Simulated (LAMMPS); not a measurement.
MD of C (diamond structure) at zero pressure, 1000 atoms, as a crystal; each row is its own run.

All values are model results, not measurements: classical MD, pair style tersoff, file SiC_Erhart-Albe.tersoff; code LAMMPS.

| T (K) | enthalpy (eV/atom) |
|---|---|
| 200 | -7.3213 |
| 300 | -7.2952 |
| 2400 | -6.7278 |
| 3000 | -6.5453 |

Question: Fit a straight line, y = a + b x, to these rows (x is the first column, y the second) and predict the run at x = 1800.

Answer: Least squares gives a = -7.3781 and b = 0.0002750. At x = 1800 the fit predicts -6.8830 eV/atom. The run itself gave -6.8951 ± 0.0006 eV/atom, so the fit is 12 meV/atom high.

Caution: in nature this polymorph isn't the stable one over the whole range of temperature at this pressure, and short runs keep a crystal in its starting form.

Caution (rows 200; 300): nuclei are classical, which matters for such light atoms.

Caution (rows 1800; 2400; 3000): a run this short can hold a crystal over, or a liquid under, the potential's own melting point, which these runs don't give.
